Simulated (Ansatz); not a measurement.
Start from GaN in the zinc blende structure (space group F-43m, No. 216).

```
GaN
1.0
    0.00000     2.22769     2.22769
    2.22769     0.00000     2.22769
    2.22769     2.22769     0.00000
Ga N
1 1
Direct
  0.00000   0.00000   0.00000
  0.25000   0.25000   0.25000
```

Cartesian axes are those of the cell as printed.

Computed with LDA (Ansatz, a program for electronic structure), without spin-orbit coupling.

For the base:

| Quantity | Value |
|---|---|
| Valence-band top at Γ | 0.00, 0.00, 0.00 eV |
| Pressure | 0.00 GPa |

It is then changed as follows: biaxial strain −0.50 %, plane normal [001], relaxed out of plane (Cartesian); in-plane vectors clamped, the third vector and the atoms free.

Q: Predict the new valence-band top at Γ.

A: The valence-band top at Γ (three highest levels, from the VBM) becomes 0.00, 0.00, -0.05 eV (base: 0.00, 0.00, 0.00 eV).

Q: What happens to the pressure?

A: The pressure (mean of the normal stresses, compression positive) goes from zero to 0.93 GPa.

The levels and masses belong to the bands next to the band gap. No phonon test of stability was made. This is not the structure that GaN has at room temperature and ambient pressure.
